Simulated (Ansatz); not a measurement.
An Ansatz (a first-principles code) input (PBEsol-D3(BJ), PAW, 420 eV (Ansatz; spin-orbit coupling left out), earlier PAW set):

Ansatz 0.2 input:
```yaml
crystal:
  lattice:
    - [3.259472417, 0, 0]
    - [-1.6297362085, 2.8227859161, 0]
    - [0, 0, 5.5563288127]
  atoms:
    - { symbol: Ta, position: [0, 0, 0] }
    - { symbol: S, position: [0.3333333333, 0.6666666667, 0.2770857101] }
    - { symbol: S, position: [0.6666666667, 0.3333333333, 0.7229142899] }
basis: { ecutwfc: 420, ecutrho_ratio: 4, xc_grid: 2, fft_grid_basis: typed }
kpoints: { mp_grid: { grid: [20, 20, 11] } }
hamiltonian:
  xc: pbesol
  dispersion: d3bj
  pseudopotentials: { azcp: { folder: ./paw }, kind: paw }
scf: { occupations: { method: fermi_dirac, width: 0.1 }, convergence: { dr2_threshold: 0.0000000003 } }
relax: { f_tol: 0.005, max_steps: 50 }
output: { forces: true, stress: true }
checkpoint: { write: state.ck, write_every: 1000 }
```

Task: Which symmetry and how many k-points will the program report, and about how many plane waves at Γ?

Result: Space group P-3m1 (ITA 164) with 12 operations, k-points 429 of 4400, and 1015 plane waves at Γ.

Task: And the final pressure?

Result: 1.26 GPa (compression positive).

The cells carry an imposed strain or load. No phonon test of stability was made. All final runs are without spin polarisation. The cell was made from TaS$_{2}$ in the CdI2 type structure (space group P-3m1, No. 164; layered, stacked along the Cartesian z axis) by this change: isotropic strain −0.56 %.
